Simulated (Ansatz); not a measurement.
Abridged Ansatz (a program for electronic structure) output:

```
Relaxation: its limit of steps is 60 (relax.max_steps)
Pseudopotential: Zr, paw, valence charge 12
Crystal: 2 atoms, lattice volume = 44.729 Å³
Basis set: ecut = 420 eV, 857 PW (Γ), exchange–correlation on 48×48×72 points (8 copies of the dense FFT grid, shifted against one another)
Bands: 16, of which v1, the nominal top of the filled ones, is band 12 counted from 1 (11 counted from 0)
Symmetry: 24 space group operations
k-points: 165 of 2601
Functional: x = pbe(κ = 0.804, μ = 0.2195149727645171), c = pbe(β = 0.06672455060314922)
SCF iter   1: F=—  HF=-8367.652010 eV  |F-HF|=—  |Δ(HF+E_count)|=         —  Δρ=2.95e-3  dr2=1.28e-3  ethr=1.77e-3  ⟨swp⟩=4.9  Hψ=11279  notcnv=0
SCF iter   2: F=—  HF=-8367.651574 eV  |F-HF|=—  |Δ(HF+E_count)|=   4.36e-4  Δρ=1.79e-3  dr2=5.21e-4  ethr=5.32e-6  ⟨swp⟩=2.7  Hψ=5808  notcnv=0
SCF 1 converged in 6 iterations: F = -8367.651972 eV  dr2 = 6.95e-10
relax step   1: F+E_penalty+E_count = -8367.65197171 eV  Δ(F+E_penalty+E_count) = +0.000e0 eV  max|allowed force component| = 1.052e-16 eV/Å  Δτ_max = 0.0000 Å  P = +4.504 GPa  Ω = 44.729 Å³  (6 SCF iters, dr2 threshold 1.00e-7 eV, accepted)
[... steps on the carried basis left out ...]
relax step   7: F+E_penalty+E_count = -8367.57966628 eV  Δ(F+E_penalty+E_count) = +1.917e-4 eV  max|allowed force component| = 3.469e-17 eV/Å  Δτ_max = 0.0000 Å  P = +8.997 GPa  Ω = 42.998 Å³  stress off target by 2.93e-3 GPa  SCF on the basis re-selected at this cell (its energy is not comparable with the rows above)  (9 SCF iters)
SCF converged after 9 iterations
Free energy (F): -8367.579666 eV
Internal energy: -8367.563212 eV  (E = F + TS)
E sigma→0 (E₀):  -8367.571439 eV
Entropy (-TS):   -0.016454 eV (-8.227 meV/atom)
Fermi energy:    15.345116 eV
--- Forces (eV/Å), atoms counted from 1 ---
  atom   1  Zr    -0.00000000     0.00000000    -0.00000000
  atom   2  Zr     0.00000000    -0.00000000     0.00000000
--- Stress (GPa, compression-positive) ---
        8.997074       0.000000      -0.000000
        0.000000       8.997074       0.000000
       -0.000000       0.000000       8.997629
  P = ⅓ Tr σ = 8.9973 GPa (89.973 kbar)
--- Relaxed structure (6 steps of the walk, 5 accepted, 1 SCFs on fresh bases) ---
  cell:  # Å, volume = 42.9983 Å³
    - [3.1329422520246277, 4.600102707966173e-34, -3.105069327877167e-33]
    - [-1.5664711260123139, 2.713207578842957, 1.5525346639385836e-33]
    - [-4.989600080051549e-33, 1.8480000296487216e-34, 5.058428830102919]
  atoms:
    - { symbol: Zr, position: [0.6666666666666666, 0.33333333333333337, 0.7500000000000002] }
    - { symbol: Zr, position: [0.33333333333333337, 0.6666666666666667, 0.25000000000000006] }
```

Question: What was computed, and what are the main results?

Answer: Zr, 2 atoms in the cell, with Kohn–Sham DFT with the PBE functional, run in Ansatz with PAW and 420 eV plane waves, scalar-relativistic without spin-orbit coupling, from a series relaxed to a target (pressure 9 GPa). The last SCF converged to F = -8367.579666 eV, or -4183.7898 eV per atom, at a pressure of 9.00 GPa. The total energy compares only with runs of the same code, potentials and settings.

Load acts through the strain it causes; cell and atoms are relaxed under it. Whether these cells are dynamically stable was not tested. The final runs are not spin-polarised. Measured, Zr leaves this structure (for the ω phase) near 3 GPa (temperature not stated; as listed in C. Cazorla, D. Alfè, M. J. Gillan, Physical Review B (2008)). The cell was made from Zr in the hcp (Mg type) structure (space group P6_3/mmc, No. 194) by this change: pressure 9 GPa.

Keys are those of Ansatz 0.2.
